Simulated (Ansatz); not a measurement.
Consider YN in the rock salt structure (space group Fm-3m, No. 225; a = 4.9058 Å).

Now apply this change: hole doping at 1.5×10^21 cm⁻³ (0.0443 per cell), with a uniform compensating background at fixed cell and a 300 K Fermi–Dirac width.

All numbers come from Ansatz (a first-principles code), PBE, PAW, cutoff 420 eV, no spin-orbit coupling.

Base, band edges from the VBM (valence, conduction): X -0.40, 0.21; W -1.55, 3.98; L -2.22, 5.65; Γ 0.00, 3.13; K -1.30, 2.45; U -1.30, 2.45 eV.

**Question.** Give the band edges at the high-symmetry points of the new zone, measured from its valence-band maximum.

**Answer.** 
```tsv
point	valence edge (eV)	conduction edge (eV)
Γ	0.00	3.18
X	-0.39	0.27
U	-1.29	2.49
K	-1.29	2.49
L	-2.20	5.68
W	-1.52	4.02
```

The gap is 0.27 eV, indirect, Γ → X.

Charged cell with a jellium background: band edges are those of the host's band count, energies are not comparable with the neutral cell, and many-body gap narrowing is missing. No phonon test of stability was made. A zero or small gap of YN can be the functional's error rather than a property of the material.
